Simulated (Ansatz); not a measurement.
A computed series for Ag: response to strain

The parent structure is Ag in the fcc (Cu type) structure (space group Fm-3m, No. 225; a = 4.104 Å; relaxed with 0.1 eV smearing). Axes: x, y, z lie along the cube axes.

Strains are applied to the cell and any free atomic positions relax; under biaxial strain the out-of-plane vector relaxes too.

Method: r2SCAN (Ansatz, a first-principles code), without spin-orbit coupling.

Notes on the quantities. energy relative to the base: free energy F.

```csv
"biaxial strain, plane normal [001], relaxed out of plane (%)",energy relative to the base (meV/atom)
-3,10.0
-2.5,6.7
-2,4.1
-1.5,2.2
-1,0.9
-0.5,?
0,0.0
```

Fit ΔE = Aε² + Bε³ (ε in %) to the rows shown and predict the withheld row.

Least squares on the printed values gives A = 0.847 and B = -0.088 meV/atom (largest residual 0.0 meV/atom); this predicts 0.2 meV/atom, and the run gives 0.2 meV/atom, in agreement.

Stability against distortions was not tested.
